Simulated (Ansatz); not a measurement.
Defect: Ga-vacancy pair (Ga on one host Si site, one Si site vacant) in silicon, charge state +1. The step: direct exchange of Ga with the vacancy (Ga-vacancy distance between ideal sites 2.37 Å throughout); the atom moves 2.78 Å along (0.29, -0.29, -0.29) of the unit cell; the moving atom starts with neighbours 3 Si at 2.39 Å and ends with 3 Si at 2.39 Å. A PBE band in Ansatz (plane-wave PAW, a 2×2×2 k-point mesh shifted by half a step, 64 host sites, 49 SCF runs with any check of the saddle's order, static, no finite-size correction) gives a forward barrier of 0.27 eV. The program found a first-order saddle point. The charge state is imposed; whether it is stable for some Fermi level was not computed. Forms of the defect that were not tried may lie lower.

Single points at the band's start and saddle point can refine it. Rough cost of one point, in units of the band's mean SCF on the same machine:

```json
[
 {"Level": "PBE, a 3×3×3 k-point mesh shifted by half a step", "Cost of one point": "about 4"},
 {"Level": "r2SCAN at 500 eV, a 2×2×2 k-point mesh shifted by half a step", "Cost of one point": "about 3"}
]
```

### Question
Which of these move the barrier by more than 0.1 eV, and how far does each move it?

### Answer
PBE, a 3×3×3 k-point mesh shifted by half a step: -0.03 eV; r2SCAN at 500 eV, a 2×2×2 k-point mesh shifted by half a step: +0.25 eV. Each functional is compared with PBE at the same k-points.

Ansatz is a quantum-chemistry and plane-wave program.
